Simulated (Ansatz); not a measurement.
## Response to strain in TiAl

The reference is TiAl (space group P4/mmm, No. 123; a = 2.824 Å, c = 4.075 Å; relaxed with 0.1 eV smearing).

Strains are applied to the cell and any free atomic positions relax.

Calculations: PBE (Ansatz, a program for electronic structure, PAW, scalar-relativistic without spin-orbit coupling).

Notes on the quantities. pressure: mean of the normal stresses, compression positive; energy relative to the base: free energy F.

```json
[
 {"case": "base", "pressure": "0.0 GPa", "volume per atom": "16.25 Å³", "energy relative to the base": "0 meV/atom"},
 {"case": "isotropic strain −3.00 %", "pressure": "12.3 GPa", "volume per atom": "14.83 Å³", "energy relative to the base": "+51 meV/atom"},
 {"case": "isotropic strain −2.50 %", "pressure": "10.0 GPa", "volume per atom": "15.06 Å³", "energy relative to the base": "+35 meV/atom"},
 {"case": "isotropic strain −2.00 %", "pressure": "7.7 GPa", "volume per atom": "15.29 Å³", "energy relative to the base": "+22 meV/atom"},
 {"case": "isotropic strain −0.50 %", "pressure": "1.7 GPa", "volume per atom": "16.01 Å³", "energy relative to the base": "+1.3 meV/atom"},
 {"case": "isotropic strain +0.50 %", "pressure": "-1.6 GPa", "volume per atom": "16.49 Å³", "energy relative to the base": "+1.3 meV/atom"},
 {"case": "isotropic strain +1.00 %", "pressure": "-3.2 GPa", "volume per atom": "16.74 Å³", "energy relative to the base": "+5.0 meV/atom"},
 {"case": "isotropic strain +1.50 %", "pressure": "-4.6 GPa", "volume per atom": "16.99 Å³", "energy relative to the base": "+11 meV/atom"},
 {"case": "isotropic strain +2.00 %", "pressure": "-6.0 GPa", "volume per atom": "17.24 Å³", "energy relative to the base": "+19 meV/atom"},
 {"case": "isotropic strain +2.50 %", "pressure": "-7.2 GPa", "volume per atom": "17.50 Å³", "energy relative to the base": "+30 meV/atom"}
]
```

Stability against distortions was not tested. All final runs are without spin polarisation.
